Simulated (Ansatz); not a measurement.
A computed series for CdTe: response to strain

Consider CdTe in the zinc blende structure (space group F-43m, No. 216; a = 6.618 Å).

Strains are applied to the cell and any free atomic positions relax.

Calculations: PBE in Ansatz (plane waves to 420 eV, PAW, no spin-orbit coupling).

Notes on the quantities. energy relative to the base: free energy F.

```tsv
variant	pressure	shortest interatomic distance	energy relative to the base	band gap
base	0.00 GPa	286.6 pm	0 meV/atom	0.59 eV
isotropic strain −3.00 %	4.00 GPa	278.0 pm	+36 meV/atom	0.86 eV
isotropic strain −2.00 %	2.47 GPa	280.8 pm	+16 meV/atom	0.77 eV
isotropic strain −1.00 %	1.14 GPa	283.7 pm	+3.7 meV/atom	0.67 eV
isotropic strain −0.50 %	0.55 GPa	285.1 pm	+0.9 meV/atom	0.63 eV
isotropic strain +0.50 %	-0.50 GPa	288.0 pm	+0.9 meV/atom	0.54 eV
isotropic strain +1.50 %	-1.41 GPa	290.9 pm	+7.6 meV/atom	0.46 eV
isotropic strain +2.00 %	-1.81 GPa	292.3 pm	+13 meV/atom	0.42 eV
isotropic strain +2.50 %	-2.18 GPa	293.7 pm	+20 meV/atom	0.37 eV
isotropic strain +3.00 %	(withheld)	295.2 pm	(withheld)	(withheld)
```

Problem. What belongs in the blanks?

Solution. 
- isotropic strain +3.00 %, pressure: -2.52 GPa
- isotropic strain +3.00 %, energy relative to the base: +29 meV/atom
- isotropic strain +3.00 %, band gap: 0.33 eV

With Te present, leaving out spin-orbit coupling can change the band edges. Stability against distortions was not tested.

Ansatz is a first-principles code.
